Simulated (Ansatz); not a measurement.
# Ti under a change: uniaxial strain ε_xx = −2.00 %

Consider Ti in the hcp (Mg type) structure (space group P6_3/mmc, No. 194; a = 2.864 Å, c = 4.537 Å; relaxed with 0.1 eV smearing). Axes: x lies along a and z along c of the hexagonal cell.

It is then changed as follows: the cell is compressed by 2.00 % along x with no lateral relaxation, atoms relaxed at fixed cell.

The values are results of LDA, PAW, 420 eV (Ansatz, a quantum-chemistry and plane-wave program; without spin-orbit coupling), not measurements. k-mesh 23×23×13 (Γ-centred); smearing 0.1 eV (Fermi–Dirac).

```tsv
quantity	base	changed	shift
volume per atom	16.12 Å³	15.80 Å³	-0.32 Å³
space group	P6_3/mmc (No. 194)	Cmcm (No. 63)	–
shortest interatomic distance	280.7 pm	277.6 pm	-3.1 pm
energy relative to the base (free energy F)	0 meV/atom	+3.5 meV/atom	+3.5 meV/atom
pressure (mean of the normal stresses, compression positive)	0.0 GPa	2.6 GPa	+2.6 GPa
band gap	zero	zero	–
largest internal atomic displacement	–	0.027 Å	–
stress (xx, yy, zz, yz, xz, xy; compression positive)	–	(3.6, 2.3, 1.9, 0.0, 0.0, 0.0) GPa	–
```

Final structure:

```xyz
2
Lattice="2.8071 0.0000 0.0000 -1.4035 2.4806 0.0000 0.0000 0.0000 4.5373" Properties=species:S:1:pos:R:3 pbc="T T T"
Ti     1.4035     0.8001     3.4030
Ti     0.0000     1.6805     1.1343
```

Stability against distortions was not tested. The final runs are not spin-polarised.
